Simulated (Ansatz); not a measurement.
MoS2 (P-6m2, No. 187, 3 atoms in the cell; start mp-1023924; a measured phase of this formula has another space group) was calculated with HSE06 in Ansatz (PAW).

Numerical settings: plane-wave cutoff 460 eV, 9×9×2 k mesh (along the axes of the cell as run), Fermi–Dirac smearing 0.01 eV, no spin polarisation, scalar-relativistic PAW data made under PBE.

Cell (relaxed with PBEsol):

```
CELL_PARAMETERS angstrom
      3.14057     0.00000     0.00000
     -1.57029     2.71982     0.00000
      0.00000     0.00000    17.33728
ATOMIC_POSITIONS crystal
  Mo 0.00000 0.00000 0.00000
  S  0.33333 0.66667 0.08989
  S  0.33333 0.66667 0.91011
```

Task: Estimate the band gap and direct gap at Γ that the calculation returns.

Result: 
- band gap: 2.28 eV (on the SCF k mesh)
- direct gap at Γ: 3.76 eV

Note: cell and atoms aren't relaxed at this level (largest force component 0.16 eV/Å); the cell has widely spaced layers and the level no dispersion term, so their spacing and the moduli can rest on weak binding.

Spin–orbit coupling is not included.

A start named mp-… is a Materials Project structure, which need not be a measured phase.

Ansatz is an electronic-structure program.
